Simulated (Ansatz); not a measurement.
Ansatz (a quantum-chemistry and plane-wave program) run on Sn3P4 (C2, 7 atoms in the cell): self-consistent single point.

Method of the run: PBEsol, default PAW files made with PBE (plane waves; Ansatz).

```
Sn3P4
1.0
    3.43838    -2.50018     0.00000
    3.43838     2.50018     0.00000
   -2.70321     0.00000    10.28363
Sn P
3 4
Direct
  0.04830   0.95170   0.00000
  0.21275   0.19917   0.62805
  0.80083   0.78725   0.37195
  0.03751   0.52245   0.14556
  0.47755   0.96249   0.85444
  0.40195   0.39439   0.31090
  0.60561   0.59805   0.68910
```

Reference input (self-consistent single point, DFT, PBEsol, plane waves, default PAW files made with PBE): kpoints.mp_grid.grid = 7 7 3; hamiltonian.xc = pbesol; hamiltonian.pseudopotentials = {kind: paw} (the program's default PAW files); scf.occupations.method = methfessel_paxton; scf.occupations.width = 0.2 eV. This run's input differs from it in these lines:

```diff
@@ -24,3 +24,3 @@
     method: methfessel_paxton
-    width: 0.2 eV
+    width: 0.01 eV
 output:
```

The program printed (abridged):

```
SCF iter   1: F=—  HF=-20808.174573 eV  |F-HF|=—  |Δ(HF+E_count)|=         —  Δρ=4.42e-3  dr2=6.73e-2  ethr=1.77e-3  ⟨swp⟩=9.5  Hψ=8643  notcnv=0
all-band conjugate gradients solve this SCF's bands
preconditioner: auto → Resta (q_TF=auto, 2.291 Å⁻¹)
SCF iter   2: F=—  HF=-20808.155348 eV  |F-HF|=—  |Δ(HF+E_count)|=   1.92e-2  S|Δr|=    0.00e0  Δρ=2.17e-3  dr2=1.13e-2  ethr=1.09e-4  ⟨swp⟩=3.0  Hψ=2838  notcnv=0  defer=92
   [... lines left out ...]
SCF iter   5: F=—  HF=-20808.152569 eV  |F-HF|=—  |Δ(HF+E_count)|=   1.33e-5  S|Δr|=    0.00e0  Δρ=6.95e-5  dr2=3.05e-5  ethr=2.05e-7  ⟨swp⟩=3.1  Hψ=3224  notcnv=0  defer=92
SCF iter   6: F=—  HF=-20808.152569 eV  |F-HF|=—  |Δ(HF+E_count)|=   8.56e-7  S|Δr|=    0.00e0  Δρ=2.31e-5  dr2=1.70e-6  ethr=4.91e-8  ⟨swp⟩=3.0  Hψ=3015  notcnv=0  defer=92
SCF iter   7: F=-20808.152569 eV  HF=-20808.152569 eV  |F-HF|=2.61e-8  |Δ(HF+E_count)|=   8.27e-7  S|Δr|=    0.00e0  Δρ=4.58e-6  dr2=5.81e-8  ethr=1.61e-10  ⟨swp⟩=12.7  Hψ=9570  notcnv=0
SCF 1 converged in 7 iterations: F = -20808.152569 eV  dr2 = 5.81e-8
Stability not checked (fill_not_monotonic)
Free energy (F): -20808.152569 eV
Internal energy: -20808.152561 eV  (E = F + TS)
E sigma→0 (E₀):  -20808.152567 eV
Entropy (-TS):   -0.000008 eV (-0.001 meV/atom)
Fermi energy:    7.687687 eV
--- Forces (eV/Å), atoms counted from 1 ---
  atom   1  Sn     0.00000000    -0.22176943    -0.00000000
  atom   2  Sn    -0.00152202     0.14014252    -0.23960325
  atom   3  Sn     0.00152202     0.14014252     0.23960325
  atom   4  P     -0.20384491     0.35213326    -0.41509761
   [... lines left out ...]
  atom   7  P      0.02682904    -0.38138745    -0.40549610
--- Stress (GPa, compression-positive) ---
        0.866141       0.000000       0.397712
        0.000000       1.737397      -0.000000
        0.397712      -0.000000       1.809288
  P = ⅓ Tr σ = 1.4709 GPa (14.709 kbar)
  The stress holds the Pulay correction. Without it, at fixed plane waves, as pw.x and ABINIT print it: P = 1.4354 GPa
```

The run converged in 7 iterations. Against the reference run the free energy hardly moves (within 1 meV/atom), the pressure moves little (1.50 to 1.47 GPa) and the largest force goes from 0.561 to 0.581 eV/Å.

The starting cell comes from a database of computed structures (which also holds hypothetical and non-ambient phases and stackings), without a prior relaxation at this level. Its lattice was rescaled by a random factor within 2.5 % of one. Ansatz's pressure includes its estimate of the finite-basis (Pulay) stress. The run gives no clean gap (levels at the Fermi energy touch, overlap or are partly filled at this smearing), which alone does not show that the compound is a metal.

Keys are those of Ansatz 0.2.
